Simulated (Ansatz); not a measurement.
The starting structures come from a database of crystals and need not be the phases stable at ambient conditions.

Tunnelling through a barrier is set by its complex band structure: the current falls as exp(−2κd) with the smallest κ.

```
CELL_PARAMETERS angstrom
      7.91695     0.00000     0.00000
      3.95848     7.06398     0.00772
      0.00000     1.95381     6.77974
ATOMIC_POSITIONS crystal
  Tl 0.77601 0.23344 0.48583
  Tl 0.22399 0.76656 0.51417
  Tl 0.00946 0.76656 0.01417
  Tl 0.99054 0.23344 0.98583
  Sn 0.24600 0.24139 0.53429
  Sn 0.75400 0.75861 0.46571
  Sn 0.48739 0.75861 0.96571
  Sn 0.51261 0.24139 0.03429
  S  0.35721 0.45669 0.30660
  S  0.64279 0.54331 0.69340
  S  0.81390 0.54331 0.19340
  S  0.18610 0.45669 0.80660
  S  0.41175 0.00000 0.25000
  S  0.58825 0.00000 0.75000
```

Space group of this cell: C2/c. The cell was relaxed by PBE-D3(BJ); by PBEsol its mean pressure is -1.0 GPa.

Transport runs along the normal of the first two printed cell vectors.

No gap correction and no spin-orbit coupling; mid-gap values are interpolated between computed energies.

Task: Compute, with PBEsol in Ansatz (a quantum-chemistry and plane-wave program), the band gap and the smallest decay constant κ at mid-gap.

Result: Gap 0.41 eV on a 6×6×6 mesh; κ = 0.084 1/Å, at the zone centre.
